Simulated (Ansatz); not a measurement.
BaCeO3 (R-3c, No. 167, 10 atoms in the cell; start mp-4900; a measured phase of this formula has another space group), treated with PBEsol+SOC in Ansatz (PAW).

Run with plane-wave cutoff 520 eV, 6×6×6 k mesh, Fermi–Dirac smearing 0.01 eV, PAW data made under PBE.

Cell (relaxed with PBEsol):

```
CELL_PARAMETERS angstrom
      3.11434     1.79807     4.99218
     -3.11434     1.79807     4.99218
      0.00000    -3.59613     4.99218
ATOMIC_POSITIONS crystal
  Ba 0.25000 0.25000 0.25000
  Ba 0.75000 0.75000 0.75000
  Ce 0.00000 0.00000 0.00000
  Ce 0.50000 0.50000 0.50000
  O  0.82440 0.25000 0.67560
  O  0.17560 0.75000 0.32440
  O  0.67560 0.82440 0.25000
  O  0.32440 0.17560 0.75000
  O  0.25000 0.67560 0.82440
  O  0.75000 0.32440 0.17560
```

### Question
Estimate the band gap that the calculation returns.

### Answer

- band gap: 1.96 eV (on the SCF k mesh)

Note: the 4f shell is treated without U or exact exchange, so its levels and filling can be wrong.

Computed values are for the static lattice.

A start named mp-… is a Materials Project structure, which need not be a measured phase.

Ansatz is an electronic-structure program.
